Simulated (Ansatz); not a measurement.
1T (CdI2-type) MgI2, treated with PBE0 (plane waves, PAW; Ansatz, a first-principles code).

Settings: plane-wave cutoff 460 eV, 9×9×4 k mesh (along the axes of the cell as run), Fermi–Dirac smearing 0.01 eV, scalar-relativistic PAW data made under PBE.

Computed at the level's own relaxed cell.

Question: What does this level give for the lattice parameter a, lattice parameter c, band gap and smallest direct gap on the k points sampled?

Answer: 
lattice parameter a: 4.176 Å
lattice parameter c: 7.670 Å
band gap: 5.31 eV
smallest direct gap on the k points sampled: 5.49 eV

Measured, for comparison: lattice constant a 4.14 Å, lattice parameter c 6.88 Å (temperature not stated, copied from a table, unchecked, not corrected to a static lattice; as tabulated in Crystal Structures 1, 239 (1963)). Computed (rounded) less measured: lattice constant a not scored (unchecked), lattice parameter c not scored (unchecked).

Note: the cell comes from a level without a dispersion term, which matters for the spacing of layers, chains or molecules; the cell has widely spaced layers and the level no dispersion term, so their spacing and the moduli can rest on weak binding.

Spin–orbit coupling is not included; with these elements it can move the gap by several tenths of an eV or more.

Static lattice: no zero-point or thermal effects.

The result took about 80 core-minutes (a rough figure).
